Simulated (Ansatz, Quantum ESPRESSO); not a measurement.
A Quantum ESPRESSO input for a self-consistent single point of MgB2 (P6/mmm, 3 atoms in the cell) (DFT, PBEsol, plane waves, SSSP 1.1.2 efficiency (PBE) pseudopotentials):

```fortran
&CONTROL
 calculation = 'scf'
 prefix = 'mgb2'
 outdir = './tmp/'
 pseudo_dir = './'
 tprnfor = .true.
 tstress = .true.
/
&SYSTEM
 ibrav = 4
 celldm(1) = 5.8392537276
 celldm(3) = 1.139158575561
 nat = 3
 ntyp = 2
 ecutwfc = 40
 ecutrho = 320
 occupations = 'smearing'
 smearing = 'fermi-dirac'
 degauss = 0.0036749
 input_dft = 'pbesol'
/
&ELECTRONS
 conv_thr = 1e-8
 mixing_beta = 0.3
/
ATOMIC_SPECIES
Mg    24.3050  Mg.pbe-n-kjpaw_psl.0.3.0.UPF
B     10.8100  b_pbe_v1.4.uspp.F.UPF
ATOMIC_POSITIONS {angstrom}
Mg    0.0000000000    0.0000000000    0.0000000000
B     0.0000000000    1.7840123326    1.7600000000
B     1.5450000007    0.8920061663    1.7600000000
K_POINTS {automatic}
12 12 9  0 0 0
```

Q: Write the same calculation as an input for Ansatz (an electronic-structure program).

A: This is the input that was run; spellings and numerical settings could be chosen otherwise.

Ansatz 0.2 input:
```yaml
# MgB2
crystal:
  lattice:
    - [1.54500000, -2.67601850, 0.00000000]
    - [1.54500000, 2.67601850, 0.00000000]
    - [0.00000000, 0.00000000, 3.52000000]
  atoms:
    - { symbol: Mg, position: [0.00000000, 0.00000000, 0.00000000] }
    - { symbol: B, position: [0.33333333, 0.66666667, 0.50000000] }
    - { symbol: B, position: [0.66666667, 0.33333333, 0.50000000] }
kpoints:
  mp_grid: { grid: [12, 12, 9] }
hamiltonian:
  xc: pbesol
  pseudopotentials: { kind: paw }
scf:
  occupations: { method: fermi_dirac, width: 0.05 }
output:
  forces: true
  eigenvalues: true
  stress: true
```

Basis, cutoffs, solver keys and any potentials are the target program's own. This input uses DFT, PBEsol, plane waves, default PAW files made with PBE. Both were run: pressure -3.92 GPa in Quantum ESPRESSO and -3.75 in Ansatz. Ansatz's pressure is the one without its finite-basis correction.

On Ansatz: the starting cell has typed, rounded lattice constants, without a prior relaxation at this level. With a pressure of about -4 GPa the cell is away from its equilibrium volume at this level.

On Quantum ESPRESSO: the starting cell has typed, rounded lattice constants, without a prior relaxation at this level. With a pressure of about -4 GPa the cell is away from its equilibrium volume at this level.
